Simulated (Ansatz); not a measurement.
The reference is InAs in the zinc blende structure (space group F-43m, No. 216; a = 6.108 Å). Axes: x, y, z lie along the cube axes.

Calculations: r2SCAN (Ansatz, a program for electronic structure; PAW; 500 eV plane waves; no SOC), earlier PAW set.

Base values:

The shortest interatomic distance is 2.645 Å.

Perturbation: uniaxial stress, 8 GPa tension along z; all other stress components relax to zero.

Question: Estimate the effect on the energy relative to the base.

Answer: The energy goes up by 85 meV/atom.

Question: How does this affect the shortest interatomic distance?

Answer: The shortest interatomic distance grows by 0.057 Å (2.645 Å → 2.702 Å).

A case with no gap was solved on a k-mesh chosen for an insulator, which is coarse for it. Load acts through the strain it causes; cell and atoms are relaxed under it. Stability under load was not tested beyond the relaxation. The final runs are not spin-polarised.
